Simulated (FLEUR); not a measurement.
Input and output of a self-consistent single point for Ag (Fm-3m, 1 atom in the cell) (FLEUR).

Method of the run: PBE, all-electron FLAPW (FLEUR), scalar-relativistic valence run with FLEUR.

```xyz
1
Lattice="0.0000 2.0552 2.0552 2.0552 0.0000 2.0552 2.0552 2.0552 0.0000" Properties=species:S:1:pos:R:3 pbc="T T T"
Ag     0.0000     0.0000     0.0000
```

Reference input (self-consistent single point, DFT, PBE, all-electron FLAPW (FLEUR), scalar-relativistic valence): Kmax = 3.9 1/bohr; GmaxXC = 11.7 1/bohr; xcFunctional = pbe; jspins = 1; l_soc = F; mode = hist; fermiSmearingEnergy = 0.00367493 Htr; mesh (inpgen div1-3) = 10 10 10; inpgen gamma flag = true; Gmax = 11.7 1/bohr; numbands = 0; maxIterBroyd = 25. This run's input differs from it in these lines:

```diff
@@ -13,3 +13,3 @@
 &comp jspins=1 /
-&kpt div1=10 div2=10 div3=10 gamma=t /
+&kpt div1=21 div2=21 div3=21 gamma=t bz_integration='tetra' /
 &end /
@@ -33,3 +33,3 @@
    <cell>
-      <bzIntegration valenceElectrons="17.0" mode="hist" fermiSmearingEnergy="0.00367493">
+      <bzIntegration valenceElectrons="17.0" mode="tetra" fermiSmearingEnergy="0.0001">
          <kPointListSelection listName="default-1"/>
```

Output (repeated stretches shortened):

```
 Iteration:     1   Distance:      11.31914196 me/bohr^3
 Iteration:     2   Distance:       9.68419605 me/bohr^3
 Iteration:     3   Distance:       3.58801090 me/bohr^3
 Iteration:     4   Distance:       2.24135266 me/bohr^3
 Iteration:     5   Distance:       1.60497951 me/bohr^3
   [... 4 lines left out ...]
 Iteration:    10   Distance:       0.00047639 me/bohr^3
 Iteration:    11   Distance:       0.00007080 me/bohr^3
 Iteration:    12   Distance:       0.00003288 me/bohr^3
 Iteration:    13   Distance:       0.00000068 me/bohr^3
 Run finished successfully
 Stop message:
   Structural relaxation: Done

[file out, last iteration]
             iter=     14
[...]
          total density-effective poten   -8.7447100582E+03
          total charge density-energy d   -1.4950012586E+02
 Updated energy parameters for spin:           1
[...]
 fermi energy and band-weighting factors:

[...]
FERMIE:
          first approx. to ef    (T=0)  :   0.304275 htr   (energy of the highest occ. eigenvalue)
          number of occ. states  (T=0)  :       2447
          first approx. to seigv (T=0)  :  -8.792340 htr
          sum of weights of occ. states :   8.502430
          sum of semicore charge        :   0.000000 e
Tetrahedron method:
   fermi energy =   0.30445 dtot   17.00000 nelec   17.00000
   [... lines left out ...]
 Direct bandgap for spin            1 :   0.11094051543585284       Htr
   [... lines left out ...]
 ---->    (input%tkb*entropy) TS=              0.0000000000 htr
 ---->    free energy=                     -5317.3068108702 htr
      extrapolation for T->0
 ---->    total electron energy=           -5317.3068108702 htr
 ***** TOTAL FORCES ON ATOMS *****
 TOTAL FORCE FOR ATOM TYPE=  1  X=  0.000   Y=  0.000   Z=  0.000
                       FX_TOT= 0.000000 FY_TOT= 0.000000 FZ_TOT= 0.000000
 Structural relaxation: Done
```

The run converged in 13 iterations. FLEUR gives forces in its relaxation mode, with a further iteration, so its stop message speaks of a relaxation. Against the reference run the free energy goes up by 12.8 meV/atom.

The starting cell has typed, rounded lattice constants, without a prior relaxation at this level. Its lattice was rescaled by up to half a per cent. Values depend on the basis (sphere radii, cutoffs, local orbitals), which need not be converged. The log's line on a gap gives a spacing of levels on this mesh, which the program prints for metals too.

Cost on one core of a shared machine: roughly 80 s.
